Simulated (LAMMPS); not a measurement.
Melts of Cu (fcc) with 36 % of Cu sites Zr cooled to 300 K at several rates.

Computed with classical MD, pair style eam/fs, file CuZr_mm.eam.fs; code LAMMPS.

| cooling rate (K/s) | state | density | coordination number of Cu by Zr | rough cost |
|---|---|---|---|---|
| 1e+12 | glass | 7.51 g/cm³ (one sample) | 5.62 (counted to 3.82 Å) | 90 core-minutes |
| 1e+13 | glass | 7.48 g/cm³ (one sample) | 5.44 (counted to 3.78 Å) | 11 core-minutes |
| 1e+14 | glass | 7.47 g/cm³ (one sample) | 5.49 (counted to 3.82 Å) | 4 core-minutes |

Costs are rough and include melting and analysis.
